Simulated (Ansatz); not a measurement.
Electronic density of states of amorphous Hf$_{18}$O$_{39}$La$_{2}$, density 8.65 g/cm³, on a 2×2×2 Γ-centred mesh with a Gaussian width of 0.1 eV; energies count from the Fermi level, whose place inside the gap is arbitrary. Cell and mesh are small, so fine structure isn't converged. All values below come from PBE, scalar-relativistic without spin-orbit coupling (plane waves to 420 eV, PAW; Ansatz, a program for electronic structure). Sampling: a 2×2×2 Γ-centred mesh; Fermi-Dirac width 0.02 eV; no spin polarisation.

It comes from a melt-quench run on a machine-learned potential (CHGNet), relaxed afterwards by DFT. O atoms were pushed apart under 1.9 Å during the dynamics, to hinder bonds among them. The hot cell started wider than the set density and was brought back towards it in steps. It is the lowest in DFT energy of 2 quenches. It is a model cell: composition and starting density were chosen by hand, and all elements were melted together. No dispersion term was used. Its density started from a set value of 8.75 and ended at 8.65 g/cm³. Cooling (nominally 450 K/ps over its main leg) ran many orders faster than in experiment, which tends to leave more defects and strain. Values belong to this one cell and scatter from quench to quench. Volume and shape were free in the relaxation.

| E - EF (eV) | states/(eV atom) |
|---|---|
| -12.00 | 6.72 |
| -11.90 | 2.77 |
| -11.80 | 0.40 |
| -11.70 | 0.75 |
| -11.60 | 1.14 |
| -11.50 | 0.36 |
| -11.40 | 0.02 |
| -11.30 | 0.00 |
| -11.20 | 0.00 |
| -11.10 | 0.00 |
| -11.00 | 0.00 |
| -10.90 | 0.00 |
| -10.80 | 0.00 |
| -10.70 | 0.00 |
| -10.60 | 0.00 |
| -10.50 | 0.00 |
| -10.40 | 0.00 |
| -10.30 | 0.00 |
| -10.20 | 0.00 |
| -10.10 | 0.00 |
| -10.00 | 0.00 |
| -9.90 | 0.00 |
| -9.80 | 0.00 |
| -9.70 | 0.00 |
| -9.60 | 0.00 |
| -9.50 | 0.00 |
| -9.40 | 0.00 |
| -9.30 | 0.00 |
| -9.20 | 0.00 |
| -9.10 | 0.00 |
| -9.00 | 0.00 |
| -8.90 | 0.00 |
| -8.80 | 0.00 |
| -8.70 | 0.00 |
| -8.60 | 0.00 |
| -8.50 | 0.00 |
| -8.40 | 0.00 |
| -8.30 | 0.00 |
| -8.20 | 0.00 |
| -8.10 | 0.00 |
| -8.00 | 0.00 |
| -7.90 | 0.00 |
| -7.80 | 0.00 |
| -7.70 | 0.00 |
| -7.60 | 0.00 |
| -7.50 | 0.00 |
| -7.40 | 0.00 |
| -7.30 | 0.00 |
| -7.20 | 0.00 |
| -7.10 | 0.00 |
| -7.00 | 0.00 |
| -6.90 | 0.02 |
| -6.80 | 0.10 |
| -6.70 | 0.19 |
| -6.60 | 0.34 |
| -6.50 | 0.51 |
| -6.40 | 0.58 |
| -6.30 | 0.56 |
| -6.20 | 0.53 |
| -6.10 | 0.61 |
| -6.00 | 0.68 |
| -5.90 | 0.75 |
| -5.80 | 0.82 |
| -5.70 | 0.88 |
| -5.60 | 0.99 |
| -5.50 | 0.99 |
| -5.40 | 0.90 |
| -5.30 | 0.87 |
| -5.20 | 0.86 |
| -5.10 | 0.85 |
| -5.00 | 0.81 |
| -4.90 | 0.84 |
| -4.80 | 0.84 |
| -4.70 | 0.83 |
| -4.60 | 0.87 |
| -4.50 | 0.87 |
| -4.40 | 0.85 |
| -4.30 | 0.85 |
| -4.20 | 0.83 |
| -4.10 | 0.84 |
| -4.00 | 0.87 |
| -3.90 | 0.86 |
| -3.80 | 0.92 |
| -3.70 | 0.94 |
| -3.60 | 0.96 |
| -3.50 | 0.93 |
| -3.40 | 0.88 |
| -3.30 | 0.93 |
| -3.20 | 1.00 |
| -3.10 | 1.03 |
| -3.00 | 1.01 |
| -2.90 | 0.95 |
| -2.80 | 0.97 |
| -2.70 | 1.02 |
| -2.60 | 1.01 |
| -2.50 | 1.00 |
| -2.40 | 1.00 |
| -2.30 | 0.95 |
| -2.20 | 0.89 |
| -2.10 | 0.72 |
| -2.00 | 0.31 |
| -1.90 | 0.04 |
| -1.80 | 0.00 |
| -1.70 | 0.00 |
| -1.60 | 0.00 |
| -1.50 | 0.00 |
| -1.40 | 0.00 |
| -1.30 | 0.00 |
| -1.20 | 0.00 |
| -1.10 | 0.00 |
| -1.00 | 0.00 |
| -0.90 | 0.00 |
| -0.80 | 0.00 |
| -0.70 | 0.00 |
| -0.60 | 0.00 |
| -0.50 | 0.00 |
| -0.40 | 0.00 |
| -0.30 | 0.00 |
| -0.20 | 0.00 |
| -0.10 | 0.00 |
| 0.00 | 0.00 |
| 0.10 | 0.00 |
| 0.20 | 0.00 |
| 0.30 | 0.00 |
| 0.40 | 0.00 |
| 0.50 | 0.00 |
| 0.60 | 0.00 |
| 0.70 | 0.00 |
| 0.80 | 0.00 |
| 0.90 | 0.00 |
| 1.00 | 0.00 |
| 1.10 | 0.00 |
| 1.20 | 0.00 |
| 1.30 | 0.00 |
| 1.40 | 0.00 |
| 1.50 | 0.00 |
| 1.60 | 0.00 |
| 1.70 | 0.00 |
| 1.80 | 0.00 |
| 1.90 | 0.01 |
| 2.00 | 0.08 |
| 2.10 | 0.20 |
| 2.20 | 0.26 |
| 2.30 | 0.25 |
| 2.40 | 0.30 |
| 2.50 | 0.39 |
| 2.60 | 0.43 |
| 2.70 | 0.53 |
| 2.80 | 0.64 |
| 2.90 | 0.81 |
| 3.00 | 1.09 |
| 3.10 | 1.26 |
| 3.20 | 1.33 |
| 3.30 | 1.26 |
| 3.40 | 1.10 |
| 3.50 | 0.96 |
| 3.60 | 0.86 |
| 3.70 | 0.84 |
| 3.80 | 0.83 |
| 3.90 | 0.84 |
| 4.00 | 0.86 |
| 4.10 | 0.79 |
| 4.20 | 0.76 |

The gap on this mesh is 4.03 eV; the broadening fills part of it in the curve.
